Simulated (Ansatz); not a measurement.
Functionals compared on the (000-1) surface of wurtzite ZnO, O-terminated, 2x2 cell from a buckled start (bottom of the slab: 2 H on 4 bottom sites), in Ansatz (plane waves, PAW). The structure was relaxed with PBE; the other rows are single points on it. Cutoff 420 eV (500 eV for r2SCAN).

Set-up: 42 atoms, 13.1 Å thick at the start with caps and adatoms (thin: gaps and levels are the slab's own); mesh 4x4x1; 0.025 eV smearing; dipole correction on; 8 atoms held, the rest relaxed; start symmetry kept, larger cells not searched; no spin (in PBE a spin-polarised start ends no clearly lower), no spin-orbit, no U. The slab shows no gap over 0.04 eV on its mesh. It is one candidate, not shown to be the stable structure of the face. These notes are the PBE run's.

| functional | work function of the top face (eV) | rough cost of the single point |
|---|---|---|
| PBE | 6.87 | – |
| r2SCAN | 7.15 | around 17 core-minutes (rough) |

Ansatz is an electronic-structure program.
